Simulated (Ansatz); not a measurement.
## CsCl-type TiCo

Level of theory: r²SCAN (Ansatz, a program for electronic structure, plane waves, PAW).

Run with plane-wave cutoff 500 eV, 18×14×1 k mesh (along the axes of the cell as run), Fermi–Dirac smearing 0.1 eV, scalar-relativistic PAW data made under PBE.

Cell: relaxed at this level.

* **surface energy of the (110) face**: 1.83 J/m²
* **work function of the (110) face**: 4.15 eV

The slab of 12 atoms is relaxed and unreconstructed.
